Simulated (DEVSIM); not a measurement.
System: abrupt Si p-n junction, at 300 K.

| layer (left to right) | material | thickness (μm) | Nd (cm⁻³) | Na (cm⁻³) | τn (s) | τp (s) |
|---|---|---|---|---|---|---|
| 1 | Si | 6.50 | - | 2.1e15 | 0.00085 | 0.00085 |
| 2 | Si | 0.620 | 1.2e14 | - | 0.00085 | 0.00085 |

Left contact: ohmic. Right contact: ohmic. Voltage is applied to the left contact. Recombination: SRH at mid-gap, radiative. Mobility is μmin + (μ − μmin)/(1 + (N/Nref)^α).

Constants are typed, rounded textbook-type inputs, not results; the design itself was drawn at random and stands for no fabricated device. Values at 300 K.

```csv
parameter,Si
gap (eV),1.124
affinity (eV),4.05
permittivity,11.7
Nc (cm⁻³),2.86e19
Nv (cm⁻³),3.1e19
μn (cm²/Vs),1417
μp (cm²/Vs),470
"μn,min",52
"μp,min",45
"Nref,n",9.7e16
"Nref,p",2.2e17
αn,0.68
αp,0.72
B (cm³/s),4.7e-15
```

DEVSIM, 1D drift-diffusion, Boltzmann statistics, complete ionisation; no tunnelling, impact ionisation, image-force lowering or self-heating.

The thickness of layer 1 was swept, all else fixed.

| thickness of layer 1 (μm) | dark forward voltage at 1 A/cm² (V) |
|---|---|
| 1.3 | 0.417 |
| 2.3 | 0.418 |
| 3.9 | 0.420 |
| 6.5 | 0.422 |
| 11 | 0.425 |
| 20 | 0.431 |
| 32 | 0.439 |

From the first row to the last the dark forward voltage at 1 A/cm² goes from 0.417 to 0.439.
